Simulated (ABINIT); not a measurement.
Worked example: self-consistent single point of CdPbF₆ (P1, 8 atoms in the cell) in ABINIT.

Method: LDA (PW92), PAW (JTH v2.0 LDA PAW) (plane waves; ABINIT).

The change in words: lattice scaled by 0.98. Reference geometry:
```yaml
crystal:
  lattice:
    - [2.64395, 1.52649, 5.11194]
    - [-2.64395, 1.52649, 5.11194]
    - [0.00000, -3.05297, 5.11194]
  atoms:
    - { symbol: Cd, position: [0.50875, 0.50116, 0.49611] }
    - { symbol: Pb, position: [0.00110, 0.99800, 0.00216] }
    - { symbol: F, position: [0.23730, 0.60887, 0.91307] }
    - { symbol: F, position: [0.75486, 0.39240, 0.08758] }
    - { symbol: F, position: [0.91460, 0.24163, 0.60508] }
    - { symbol: F, position: [0.07982, 0.75804, 0.40344] }
    - { symbol: F, position: [0.60308, 0.91667, 0.23472] }
    - { symbol: F, position: [0.40049, 0.08322, 0.75784] }
```

Reference input (self-consistent single point, DFT, LDA (PW92), plane waves, PAW (JTH v2.0 LDA PAW)): pseudos = [Cd.LDA_PW-JTH.xml, Pb.LDA_PW-JTH.xml, F.LDA_PW-JTH.xml]; ecut = 24 Ha; pawecutdg = 48 Ha; pawxcdev = 0; ixc = 7; occopt = 3; tsmear = 0.00036749 Ha; ngkpt = 3 3 3; nshiftk = 1; shiftk = 0 0 0; potentials = JTH v2.0 LDA PAW; nband = 43. This run's input differs from it in these lines:

```diff
@@ -5,5 +5,5 @@
 rprim
-         4.9963413872    2.8846385833    9.6601608963
-        -4.9963413872    2.8846385833    9.6601608963
-         0.0000000000   -5.7692771667    9.6601608963
+         4.8964145595    2.8269452448    9.4669571871
+        -4.8964145595    2.8269452448    9.4669571871
+         0.0000000000   -5.6538923793    9.4669571871
 natom 8
```

Output (repeated stretches shortened):

```
--- !BeginCycle
solver: {iscf: 17, nstep: 50, nline: 4, wfoptalg: 10, }
tolerances: {tolvrs: 1.00E-10, }
...

     iter   Etot(hartree)      deltaE(h)  residm     nres2
 ETOT  1  -249.96150048115    -2.500E+02 2.467E+00 4.138E+01
 ETOT  2  -255.68465948773    -5.723E+00 1.491E-01 2.441E+02
 ETOT  3  -255.46727731548     2.174E-01 3.994E-02 1.096E+02
 ETOT  4  -255.32983707548     1.374E-01 2.059E-02 3.152E+00
 ETOT  5  -255.37941886989    -4.958E-02 1.238E-02 1.372E+01
   [... 27 lines left out ...]
 ETOT 33  -255.36460434726    -1.746E-10 1.039E-06 7.357E-10
 ETOT 34  -255.36460434736    -9.518E-11 1.027E-06 1.352E-10
 ETOT 35  -255.36460434741    -4.852E-11 7.250E-07 2.379E-10
 ETOT 36  -255.36460434744    -2.962E-11 7.169E-07 3.083E-11
 At SCF step   36       nres2   =  3.08E-11 < tolvrs=  1.00E-10 =>converged.

 Cartesian components of stress tensor (hartree/bohr^3)
  sigma(1 1)= -7.49547809E-05  sigma(3 2)=  3.36562498E-06
  sigma(2 2)= -3.98948940E-05  sigma(3 1)=  2.93420743E-05
  sigma(3 3)= -6.46425951E-05  sigma(2 1)=  7.32510305E-07

 ----iterations are completed or convergence reached----

 reduced coordinates (array xred) for    8 atoms
       0.508747000000      0.501165000000      0.496109000000
       0.001103000000      0.998001000000      0.002160000000
       0.237299000000      0.608873000000      0.913072000000
       0.754859000000      0.392404000000      0.087581000000
       0.914598000000      0.241629000000      0.605075000000
       0.079825000000      0.758037000000      0.403439000000
   [... lines left out ...]
 Fermi (or HOMO) energy (hartree) =   0.01247   Average Vxc (hartree)=  -0.35572
 Fermi (or HOMO) energy (eV) =   0.33924   Average Vxc (eV)=  -9.67954
   [... lines left out ...]
'-kT*entropy'       :  1.06622454400325E-15
total_energy        : -2.55364606048866E+02
total_energy_eV     : -6.94882431945338E+03
...

-Cartesian components of stress tensor (GPa)         [Pressure=  1.7603E+00 GPa]
- sigma(1 1)= -2.20524542E+00  sigma(3 2)=  9.90200890E-02
- sigma(2 2)= -1.17374811E+00  sigma(3 1)=  8.63273486E-01
- sigma(3 3)= -1.90185049E+00  sigma(2 1)=  2.15511936E-02

 Calculation completed.
```

The run converged in 36 iterations. Against the reference run the free energy falls by 5.3 meV/atom, the pressure goes from -4.25 to 1.76 GPa, the largest force goes from 0.346 to 0.689 eV/Å and the gap on the mesh goes from 2.212 to 2.385 eV.

The starting cell comes from a database of computed structures (which also holds hypothetical and non-ambient phases and stackings), without a prior relaxation at this level. Its atoms were displaced at random from the sites of space group no. 148. For this run, on top of that: lattice scaled by 0.98. Spin-orbit coupling is off.

Cost on one core of a shared machine: roughly 6 min.
